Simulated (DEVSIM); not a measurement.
Simulated with DEVSIM: 1D drift-diffusion, Boltzmann statistics, complete ionisation; no tunnelling, impact ionisation, image-force lowering or self-heating.

Structure: abrupt Ge p-n junction, at 250 K.

| layer (left to right) | material | thickness (μm) | Nd (cm⁻³) | Na (cm⁻³) | τn (s) | τp (s) |
|---|---|---|---|---|---|---|
| 1 | Ge | 2.30 | - | 1.6e17 | 1.1e-7 | 1.1e-7 |
| 2 | Ge | 1.00 | 2.2e14 | - | 1.1e-7 | 1.1e-7 |

Left contact: ohmic. Right contact: ohmic. Voltage is applied to the left contact. Recombination: SRH at mid-gap, radiative. Mobility is μmin + (μ − μmin)/(1 + (N/Nref)^α).

This is a model device: material constants are rounded textbook-type values typed into the input, and sizes, dopings and lifetimes were drawn at random. Values at 300 K; Nc and Nv go as T^1.5, mobilities as T to minus their exponent, the gap by Varshni's rule with the affinity fixed. The table also holds parameters that only a changed run uses.

| parameter | Ge |
|---|---|
| gap (eV) | 0.664 |
| affinity (eV) | 4 |
| permittivity | 16 |
| Nc (cm⁻³) | 1.04e19 |
| Nv (cm⁻³) | 6e18 |
| μn (cm²/Vs) | 3900 |
| μp (cm²/Vs) | 1900 |
| μn,min | 150 |
| μp,min | 100 |
| Nref,n | 2.6e17 |
| Nref,p | 4e17 |
| αn | 0.56 |
| αp | 0.6 |
| T exponent of μn | 1.66 |
| T exponent of μp | 2.33 |
| B (cm³/s) | 6.4e-14 |
| Cn (cm⁶/s) | 1e-31 |
| Cp (cm⁶/s) | 1e-31 |
| Varshni α (eV/K) | 0.000477 |
| Varshni β (K) | 235 |

One input was changed, with this effect: dark forward voltage at 100 A/cm² 0.286 → 0.334 V; dark forward voltage at 1 A/cm² 0.144 → 0.195 V.

Task: Which change was it?
A. thickness of layer 2 1 → 3 μm
B. minority lifetime in layer 2 1.1e-07 → 3.3e-09 s
C. constant mobility in place of the doping-dependent one
D. Auger recombination switched on

Result: A, thickness of layer 2 1 → 3 μm
